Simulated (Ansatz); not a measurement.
# Hypothetical I4_132 P, pressure series

Start from P (space group I4_132, No. 214; a = 6.102 Å; a hypothetical phase, not in the database extracts checked).

Cell and atoms are relaxed at each pressure.

Levels (all Ansatz, an electronic-structure program, PAW): PBE (420 eV, no spin-orbit coupling); PBEsol (420 eV, spin-orbit coupling left out).

The base cell above is that of PBE; each level relaxes its own structures.

```csv
case,"lattice parameter a, PBE","lattice parameter a, PBEsol"
pressure −2 GPa,11.822 bohr,(withheld)
pressure −1 GPa,11.657 bohr,11.492 bohr
pressure 0.3 GPa,11.497 bohr,(withheld)
pressure 0.7 GPa,11.455 bohr,(withheld)
pressure 1.5 GPa,11.384 bohr,11.274 bohr
pressure 3 GPa,11.272 bohr,(withheld)
pressure 5 GPa,11.151 bohr,11.070 bohr
pressure 7.5 GPa,11.028 bohr,10.957 bohr
pressure 10 GPa,10.924 bohr,10.863 bohr
```

Question: Complete the table.

Answer: 
- pressure −2 GPa, lattice parameter a, PBEsol: 11.620 bohr
- pressure 0.3 GPa, lattice parameter a, PBEsol: 11.367 bohr
- pressure 0.7 GPa, lattice parameter a, PBEsol: 11.334 bohr
- pressure 3 GPa, lattice parameter a, PBEsol: 11.178 bohr

PBE lies above PBEsol in every row, by 0.061 bohr to 0.202 bohr. They put the cases in the same order.

Load acts through the strain it causes; cell and atoms are relaxed under it. No phonon test of stability was made. Competing high-pressure phases were not computed.
